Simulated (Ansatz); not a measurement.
System: corundum In2O3 (high-pressure phase). Method: r²SCAN (Ansatz, a first-principles code, plane waves, PAW).

Numerical settings: plane-wave cutoff 560 eV, 8×8×8 k mesh, Fermi–Dirac smearing 0.01 eV, scalar-relativistic PAW data made under PBE.

Computed at the level's own relaxed cell.

Task: Give the computed band gap, lattice constant a and c axis length.

Result: 
- band gap: 1.80 eV (on the SCF k mesh)
- lattice constant a: 5.509 Å
- c axis length: 14.564 Å

Spin–orbit coupling is not included.

Static lattice: no zero-point or thermal effects.

The result took about 9 core-minutes (a rough figure).
